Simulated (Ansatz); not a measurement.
The parent structure is Ge in the diamond structure (space group Fd-3m, No. 227).

```xyz
2
Lattice="0.0000 2.8808 2.8808 2.8808 0.0000 2.8808 2.8808 2.8808 0.0000" Properties=species:S:1:pos:R:3 pbc="T T T"
Ge     2.8808     2.8808     2.8808
Ge     4.3213     4.3213     4.3213
```

All numbers come from PBE in Ansatz (plane waves to 420 eV, PAW, scalar-relativistic without spin-orbit coupling).

Base values:

The gap character is absent and the band gap is zero. The lattice parameter a is 5.762 Å.

Perturbation: Si takes the place of Ge on all its sites; the structure is relaxed again.

Task: Predict the new gap character.

Result: The gap character becomes indirect, Γ → Γ–X (87 % along) (base: absent).

Task: Estimate the effect on the band gap.

Result: The band gap changes from zero to 0.61 eV.

Task: What does the calculation give for the lattice parameter a after the change?

Result: The lattice parameter a decreases by 0.2914 Å (5.762 Å → 5.470 Å).

No phonon test of stability was made. The zero or small gap of Ge can change with the level of theory.

Ansatz is an electronic-structure program.
